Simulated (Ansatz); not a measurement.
Response to strain in GaAs

Start from GaAs in the zinc blende structure (space group F-43m, No. 216).

```
CELL_PARAMETERS angstrom
      0.00000     2.82948     2.82948
      2.82948     0.00000     2.82948
      2.82948     2.82948     0.00000
ATOMIC_POSITIONS crystal
  Ga 0.00000 0.00000 0.00000
  As 0.25000 0.25000 0.25000
```

Cartesian axes are those of the cell as printed.

Strains are applied to the cell and any free atomic positions relax; under biaxial strain the out-of-plane vector relaxes too.

Computed with Ansatz (a program for electronic structure), PBEsol, PAW, cutoff 420 eV, scalar-relativistic without spin-orbit coupling.

Candidates:
(a) biaxial strain −0.42 %, plane normal [111], relaxed out of plane
(b) biaxial strain −1.25 %, plane normal [111], relaxed out of plane
(c) biaxial strain +2.50 %, plane normal [111], relaxed out of plane
(d) biaxial strain −0.83 %, plane normal [111], relaxed out of plane

Task: Order them by out-of-plane strain, lowest first.

Result: (c) biaxial strain +2.50 %, plane normal [111], relaxed out of plane (-1.09 %), (a) biaxial strain −0.42 %, plane normal [111], relaxed out of plane (+0.19 %), (d) biaxial strain −0.83 %, plane normal [111], relaxed out of plane (+0.39 %), (b) biaxial strain −1.25 %, plane normal [111], relaxed out of plane (+0.59 %)

Stability against distortions was not tested.
